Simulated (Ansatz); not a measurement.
The parent structure is Ti3Al (space group P6_3/mmc, No. 194; a = 5.6876 Å, c = 4.6082 Å).

Method: PBEsol/PAW in Ansatz (a first-principles code), without spin-orbit coupling.

Before the change:

* **Volume per atom**: 16.14 Å³
* **c/a ratio**: 0.810

One thing is altered: every Al is replaced by Lu, then cell and atoms are relaxed.

Predict the new volume per atom.

The volume per atom goes up by 2.937 Å³, from 16.14 Å³ to 19.07 Å³.

Predict the new c/a ratio.

The c/a ratio shrinks by 0.0405 (0.810 → 0.770).

No phonon test of stability was made. As relaxed here, LuTi3 is a hypothetical phase, not in the database extracts checked. The final runs are not spin-polarised.
